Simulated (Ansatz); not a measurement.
Base system: BeBr₂ (space group Fm-3m, No. 225; a hypothetical phase, not in the database extracts checked).

```yaml
crystal:
  lattice:
    - [0.00000, 3.23827, 3.23827]
    - [3.23827, 0.00000, 3.23827]
    - [3.23827, 3.23827, 0.00000]
  atoms:
    - { symbol: Be, position: [0.00000, 0.00000, 0.00000] }
    - { symbol: Br, position: [0.25000, 0.25000, 0.25000] }
    - { symbol: Br, position: [0.75000, 0.75000, 0.75000] }
```

Calculations: r2SCAN/PAW in Ansatz (a first-principles code), no spin-orbit coupling.

Base values:

| Quantity | Value |
|---|---|
| Electron mass | 0.20 mₑ (at Γ) |
| Hole mass | 0.28 mₑ along k, 2.3 mₑ across (at X) |
| Band gap | 0.81 eV |

One thing is altered: every lattice vector is stretched by 0.41 %, atoms relaxed at fixed cell.

Q: What does the calculation give for the electron mass, hole mass, energy relative to the base and band gap after the change?

A: The electron mass changes from 0.20 mₑ (at Γ) to 0.19 mₑ (at Γ); the hole mass goes from 0.28 mₑ along k, 2.3 mₑ across (at X) to 0.28 mₑ along k, 2.4 mₑ across (at X); the energy grows by 0.5 meV/atom; the band gap falls by 0.03 eV (0.81 eV → 0.78 eV).

The cells carry an imposed strain or load. Effective masses come from finite differences of ±0.01 Å⁻¹. Along k means along the line from Γ to the band edge. Whether these cells are dynamically stable was not tested.
